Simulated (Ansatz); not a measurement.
The parent structure is PbI2 (space group P6_3/mmc, No. 194; a = 4.398 Å, c = 14.845 Å; a hypothetical phase, not in the database extracts checked).

All numbers come from PBE-D3(BJ)/PAW in Ansatz (a program for electronic structure), without spin-orbit coupling, earlier PAW set.

Base values:

```
Quantity                        Value
----------------------------  -------
Gap between the host's bands  1.99 eV
```

The change: electron doping at 2.0×10^21 cm⁻³ (0.497 per cell), with a uniform compensating background at fixed cell and a 300 K Fermi–Dirac width.

Problem. What does the calculation give for the gap between the host's bands, largest internal atomic displacement and Fermi level from band edge after the change?

Solution. The gap between the host's bands drops by 0.28 eV (1.99 eV → 1.71 eV); the largest internal atomic displacement comes out as 0.056 Å; the Fermi level relative to the doped band's edge (positive inside the band; to 0.05 eV) is +0.45 eV.

Charged cell with a jellium background: band edges are those of the host's band count, energies are not comparable with the neutral cell, and many-body gap narrowing is missing. Spin-orbit coupling, missing from the scalar runs, can matter with I and Pb. No phonon test of stability was made.
